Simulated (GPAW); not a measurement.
GPAW 25.7.0, DFT, PBE, plane waves, PAW datasets of gpaw-data 1.0.1: fcc Cu, atoms displaced, 4 atoms. Basis and mesh were picked for this test and aren't claimed converged.

```yaml
cell: 3.62, 3.62, 3.62 Å; 90, 90, 90°
distance_to_the_nearest_atom: 2.51 to 2.53 Å
task: scf
mode.name: pw
mode.ecut: 500 eV
xc: PBE
k mesh: 6×6×6
kpts.gamma: true
occupations.name: fermi-dirac
occupations.width: 0.1 eV
convergence.density (electrons an electron): 1e-05
maxiter: 150
parallel.kpt: 16
parallel.band: 1
parallel.domain: 1
parallel.sl_auto: false
parallel.augment_grids: true
mixer.backend: pulay (default)
mixer.method: separate (default)
mixer.beta: 0.05 (default)
mixer.nmaxold: 5 (default)
mixer.weight: 50 (default)
convergence.eigenstates (eV² an electron): 4e-08 (default)
convergence.energy (eV an electron): 0.0005 (default)
k-points after symmetry (base settings): 112
bands (base settings): 31
electrons (base settings): 44
plane waves (base settings): 1222
coarse grid (base settings): 20*20*20
symmetry operations (base settings): 1
```

It runs on a single node (AMD EPYC (Zen 5), 96 cores on 1 socket, no SMT, 12 L3 cache groups).

Each time is the median wall time of two to five repeats, run one at a time on the otherwise empty machine; start-up is included. Unless noted, each process is bound to its own block of adjacent cores. The build: conda-forge: Open MPI, OpenMP, OpenBLAS, FFTW, ScaLAPACK, ELPA; another build can shift the numbers. Scratch files lie in a memory file system.

All on 16 ranks. Base settings, kept where nothing else is said: nbands = 31 (default), eigensolver.name = dav (default), eigensolver.niter = 2 (default). The candidates, on 16 cores each, agree within 1.0 meV/atom in energy, 10 meV/Å in forces (largest component):
A. nbands = 130%
B. eigensolver.niter = 4
C. eigensolver.name = rmm-diis, eigensolver.niter = 1
D. the base settings
E. eigensolver.niter = 3
F. eigensolver.name = cg

Question: Pick the fastest of these ways to run it.

Answer: A and E, at 4.4 s to 4.7 s, level within 8 % or the scatter of repeats. At the other end F takes 1.7× as long.

```tsv
candidate	wall time	repeats	SCF iterations
A	4.4 s	3 runs within 1 %	19
E	4.7 s	3 runs within 1 %	15
D	4.9 s	3 runs within 1 %	22
C	5.2 s	3 runs within 1 %	33
B	5.2 s	3 runs within 1 %	15
F	7.6 s	2 runs within 1 %	25
```

From the slowest to the fastest: What the program resolved moves too: bands from 31 to 29. Launch, exit and the like take 1.2 s of the 4.4 s.
